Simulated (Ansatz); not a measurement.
Start from MgO in the rock salt structure (space group Fm-3m, No. 225; a = 4.254 Å).

It is then changed as follows: a hydrostatic pressure of 7 GPa.

Levels (all Ansatz, a quantum-chemistry and plane-wave program, PAW): PBE (420 eV, scalar-relativistic without spin-orbit coupling); r2SCAN (500 eV, no SOC); HSE06 (420 eV, spin-orbit coupling left out); PBE+SOC (420 eV, noncollinear with spin-orbit coupling).

One geometry, relaxed with PBE, under each level:

Notes on the quantities. hole mass: degenerate bands, along [100].

The valence-band top lists the three highest levels at Γ (Kramers pairs under SOC), from the VBM.

```json
[
 {"level": "PBE", "band gap": "4.87 eV", "lowest conduction level above the VBM at special points": "Γ 4.87 eV; L 8.00 eV; X 9.16 eV; U 10.18 eV", "valence-band top at Γ": "0.00, 0.00, 0.00 eV", "electron mass": "0.35 mₑ (at Γ)", "hole mass": "0.39, 2.1, 2.1 mₑ (at Γ)", "pressure": "6.99 GPa"},
 {"level": "r2SCAN", "band gap": "5.77 eV", "lowest conduction level above the VBM at special points": "Γ 5.77 eV; L 8.92 eV; X 10.06 eV; U 11.14 eV", "valence-band top at Γ": "–", "electron mass": "0.37 mₑ (at Γ)", "hole mass": "0.42, 2.1, 2.1 mₑ (at Γ)", "pressure": "1.35 GPa"},
 {"level": "HSE06", "band gap": "[?]", "lowest conduction level above the VBM at special points": "[?]", "valence-band top at Γ": "–", "electron mass": "–", "hole mass": "–", "pressure": "–"},
 {"level": "PBE+SOC", "band gap": "4.86 eV", "lowest conduction level above the VBM at special points": "Γ 4.86 eV; L 7.99 eV; X 9.15 eV; U 10.17 eV", "valence-band top at Γ": "0.00, 0.00, -0.04 eV", "electron mass": "0.35 mₑ (at Γ)", "hole mass": "0.54, 2.1 mₑ (at Γ)", "pressure": "6.99 GPa"}
]
```

Give the withheld HSE06 results.


- HSE06, band gap: 6.63 eV
- HSE06, lowest conduction level above the VBM at special points: Γ 6.63 eV; L 9.79 eV; X 10.90 eV

Single points use the geometry relaxed with PBE. Their cutoffs differ, which shifts pressures a little. The spin-orbit shifts are approximate. Load acts through the strain it causes; cell and atoms are relaxed under it. Masses are band curvatures over ±0.01 Å⁻¹ around the edge. No phonon test of stability was made. Competing high-pressure phases were not computed.
